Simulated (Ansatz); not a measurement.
## NbN3 (model structure, started from the ReO3 type, Pm-3m, No. 221, 4 atoms in the cell): properties by level of theory

| level (code) | equilibrium lattice constant a (Å) | bulk modulus B0 (GPa) |
|---|---|---|
| PBE (Ansatz) | … | 136 |
| PBEsol (Ansatz) | 4.045 | … |
| r²SCAN (Ansatz) | 4.064 | 146 |

**Question.** Complete the blanks.

**Answer.** 
- PBE (Ansatz, an electronic-structure program), equilibrium lattice constant a (Å): 4.080
- PBEsol (Ansatz), bulk modulus B0 (GPa): 142

Caveats: the bulk modulus is −V dP/dV from two relaxed cells at ±2 % in volume (PBE, PBEsol, r²SCAN). Ansatz's density-functional and Hartree–Fock values are scalar-relativistic unless marked +SOC, with PAW data made under PBE.

Static lattice: no zero-point or thermal effects.

A model structure was made by putting elements into a prototype or built by hand; it is no filed structure, need not be a known phase, and can be a saddle point held by its symmetry.
